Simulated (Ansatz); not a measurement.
The parent structure is BeTe in the zinc blende structure (space group F-43m, No. 216; a = 5.657 Å).

Modification: a hydrostatic pressure of 100 GPa.

Levels (all Ansatz, a quantum-chemistry and plane-wave program, PAW): r2SCAN (500 eV, no spin-orbit coupling); HSE06+SOC (420 eV, spin-orbit coupling included).

The geometry is relaxed with r2SCAN.

- r2SCAN valence-band top at Γ: 0.00, 0.00, 0.00 eV
- r2SCAN band gap: 0.37 eV

Q: How does going to HSE06+SOC change the valence-band top at Γ and band gap?

A: The valence-band top at Γ (three highest Kramers pairs, from the VBM) becomes 0.00, 0.00, -1.15 eV (r2SCAN: 0.00, 0.00, 0.00 eV); the band gap drops by 0.07 eV, from 0.37 eV to 0.30 eV. The threefold valence maximum splits by Δso ≈ 1.15 eV.

Single points use the geometry relaxed with r2SCAN. Their cutoffs differ, which shifts pressures a little. The hybrid gap comes from the SCF mesh plus the semilocal run's edge points and a few special points and is an upper bound. The spin-orbit shifts are approximate. With Te present, leaving out spin-orbit coupling can change the band edges. Load acts through the strain it causes; cell and atoms are relaxed under it. Stability against distortions was not tested. Competing high-pressure phases were not computed.
